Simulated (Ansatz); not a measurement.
# Response to strain in BaTiO3

Take BaTiO₃ in the cubic perovskite structure (space group Pm-3m, No. 221) as the base.

```yaml
crystal:
  lattice:
    - [3.96988, 0.00000, 0.00000]
    - [0.00000, 3.96988, 0.00000]
    - [0.00000, 0.00000, 3.96988]
  atoms:
    - { symbol: Ba, position: [0.00000, 0.00000, 0.00000] }
    - { symbol: Ti, position: [0.50000, 0.50000, 0.50000] }
    - { symbol: O, position: [0.50000, 0.00000, 0.50000] }
    - { symbol: O, position: [0.00000, 0.50000, 0.50000] }
    - { symbol: O, position: [0.50000, 0.50000, 0.00000] }
```

Cartesian axes are those of the cell as printed.

Strains are applied to the cell and any free atomic positions relax; under biaxial strain the out-of-plane vector relaxes too.

Calculations: Ansatz (an electronic-structure program) PBEsol, no SOC.

```csv
"biaxial strain, plane normal [111], relaxed out of plane (%)",out-of-plane strain (%)
0,0.00
0.5,-0.27
1,-0.54
1.5,?
2,-1.05
2.5,-1.29
```

Fit ε⊥ = −νε + γε² (strains in %) to the rows shown and predict the withheld row.

Least squares on the printed values gives ν = 0.55 (the biaxial Poisson response) and γ = 0.015 (largest residual 0.00 %); this predicts -0.80 %, and the run gives -0.80 %, in agreement.

Whether these cells are dynamically stable was not tested. The final runs are not spin-polarised. Many cubic perovskites are stable only at high temperature; tilts and polar distortions were not tested. This is not the structure that BaTiO3 has at room temperature and ambient pressure.
